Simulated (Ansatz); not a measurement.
As (model structure, started from the fcc type, Fm-3m, No. 225, 1 atom in the cell) was calculated with PBEsol (plane waves, PAW; Ansatz, a first-principles code).

Settings: plane-wave cutoff 520 eV, 22×22×22 k mesh, Fermi–Dirac smearing 0.05 eV, scalar-relativistic PAW data made under PBE.

Cell (relaxed at this level):

```cif
data_As
_chemical_formula_sum 'As1'
_space_group_name_H-M_alt 'P 1'
_space_group_IT_number 1
_cell_length_a 2.96429
_cell_length_b 2.96429
_cell_length_c 2.96429
_cell_angle_alpha 60.000
_cell_angle_beta 60.000
_cell_angle_gamma 60.000
loop_
_space_group_symop_operation_xyz
  'x, y, z'
loop_
_atom_site_label
_atom_site_type_symbol
_atom_site_fract_x
_atom_site_fract_y
_atom_site_fract_z
_atom_site_occupancy
As1 As 0.00000 0.00000 0.00000 1
```

### Question
Estimate the bulk modulus that the calculation returns.

### Answer

bulk modulus: 87.3 GPa

The run finds no gap.

Note: the bulk modulus is −V dP/dV from two relaxed cells at ±2 % in volume; the relaxation could raise the start's symmetry but not lower it, so the cell can be a saddle point.

Computed values are for the static lattice.

A model structure was made by putting elements into a prototype or built by hand; it is no filed structure, need not be a known phase, and can be a saddle point held by its symmetry.
